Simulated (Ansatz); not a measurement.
System: CsCl-type CoGa. Method: PBE (Ansatz, a quantum-chemistry and plane-wave program, PAW).

Numerical settings: plane-wave cutoff 520 eV, 20×20×20 k mesh, Fermi–Dirac smearing 0.05 eV, no spin polarisation, scalar-relativistic PAW data made under PBE.

A third-order Birch–Murnaghan fit to the energies gives V0 = 11.963 Å³/atom, B0 = 177 GPa, B′ = 4.7.

```json
[
 {"V (Å³/atom)": "11.245", "P (GPa)": "12.65"},
 {"V (Å³/atom)": "11.484", "P (GPa)": "(withheld)"},
 {"V (Å³/atom)": "11.724", "P (GPa)": "(withheld)"},
 {"V (Å³/atom)": "11.963", "P (GPa)": "0.00"},
 {"V (Å³/atom)": "12.202", "P (GPa)": "-3.34"},
 {"V (Å³/atom)": "12.442", "P (GPa)": "-6.32"},
 {"V (Å³/atom)": "12.681", "P (GPa)": "-8.97"}
]
```

Task: Estimate the withheld pressures from this fit; the answers are the runs' own values.

Result: 
- 11.484, P (GPa): 7.94
- 11.724, P (GPa): 3.74

The formula P = (3/2) B0 (x^(7/3) − x^(5/3)) [1 + (3/4)(B′ − 4)(x^(2/3) − 1)] with x = V0/V meets the computed pressures within 0.03 GPa when these rounded values are put in.

Measured, for comparison: equilibrium volume per atom 11.92 Å³/atom (temperature not stated, copied from a table, unchecked, no zero-point or thermal correction; as tabulated in Monatshefte fuer Chemie und verwandte Teile anderer Wissenschaften 123, 509 (1992)). Computed less measured: equilibrium volume per atom not scored (unchecked).

Computed values are for the static lattice.

It cost around 60 core-seconds (rough) of CPU time.
